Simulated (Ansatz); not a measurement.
## Effect of uniaxial strain ε_zz = −0.75 % on Na3Sb

The parent structure is Na3Sb (space group P6_3/mmc, No. 194; a = 5.312 Å, c = 9.453 Å). Axes: x lies along a and z along c of the hexagonal cell.

The change: uniaxial strain ε_zz = −0.75 %, all other strain components held at zero, atoms relaxed at fixed cell.

Method: PBEsol (Ansatz, a quantum-chemistry and plane-wave program), scalar-relativistic without spin-orbit coupling. k-mesh 10×10×5 (Γ-centred); smearing 0.05 eV (Fermi–Dirac).

```json
[
 {"quantity": "volume per atom", "base": "28.88 Å³", "changed": "28.66 Å³", "shift": "-0.22 Å³"},
 {"quantity": "space group", "base": "P6_3/mmc (No. 194)", "changed": "P6_3/mmc (No. 194)", "shift": "–"},
 {"quantity": "energy relative to the base (free energy F)", "base": "0 meV/atom", "changed": "+0.2 meV/atom", "shift": "+0.2 meV/atom"},
 {"quantity": "pressure (mean of the normal stresses, compression positive)", "base": "0.00 GPa", "changed": "0.15 GPa", "shift": "+0.15 GPa"},
 {"quantity": "band gap", "base": "0.43 eV", "changed": "0.46 eV", "shift": "+0.03 eV"},
 {"quantity": "gap character", "base": "direct at Γ", "changed": "direct at Γ", "shift": "–"},
 {"quantity": "electron mass", "base": "0.076 mₑ along c, 0.061 mₑ across (at Γ)", "changed": "0.077 mₑ along z, 0.064 mₑ across (at Γ)", "shift": "–"},
 {"quantity": "valence-band top at Γ (three highest levels, from the VBM)", "base": "0.00, 0.00, -0.16 eV", "changed": "0.00, 0.00, -0.17 eV", "shift": "–"},
 {"quantity": "stress (xx, yy, zz, yz, xz, xy; compression positive)", "base": "–", "changed": "(0.04, 0.04, 0.37, 0.00, 0.00, 0.00) GPa", "shift": "–"}
]
```

Cost of the whole job for the changed cell (relaxation, final SCF and bands): roughly 60 core-seconds.

Spin-orbit coupling, missing from the scalar runs, can matter with Sb. Masses are band curvatures over ±0.01 Å⁻¹ around the edge. Whether these cells are dynamically stable was not tested.
